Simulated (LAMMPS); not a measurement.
Liquid films of Al at 930 K.

Potentials compared:
- EAM-type AlCu.eam.alloy: classical MD, pair style eam/alloy, file AlCu.eam.alloy (LAMMPS); Cai and Ye, Phys Rev B, 54, 8398-8410 (1996)
- EAM-type Al_mm.eam.fs: classical MD, pair style eam/fs, file Al_mm.eam.fs (LAMMPS)
- EAM-type Al_zhou.eam.alloy: classical MD, pair style eam/alloy, file Al_zhou.eam.alloy (LAMMPS); Zhou et al, Acta Mater, 49, 4005 (2001)
- EAM-type NiAlH_jea.eam.alloy: classical MD, pair style eam/alloy, file NiAlH_jea.eam.alloy (LAMMPS); Moody and Baskes, Modell Sim Mater Sci Eng, 3, 289-307 (1995)

```tsv
potential	surface tension	excess energy	rough cost (ms per atom and simulated ps)
EAM-type AlCu.eam.alloy	0.312 ± 0.009 N/m	0.50 J/m²	1 to 3
EAM-type Al_mm.eam.fs	0.30 ± 0.02 N/m	0.40 J/m²	1 to 3
EAM-type Al_zhou.eam.alloy	0.773 ± 0.008 N/m	0.83 J/m²	1 to 3
EAM-type NiAlH_jea.eam.alloy	1.090 ± 0.007 N/m	1.1 J/m²	0.3 to 1
```

Costs are rough: whole-run CPU time with set-up and analysis, from shared machines, in bands a factor of about three wide.

Caution: the potential EAM-type NiAlH_jea.eam.alloy is made for Ni, Ni3Al and hydrogen in them.

The ± values are statistical; the model's systematic error is not in them.
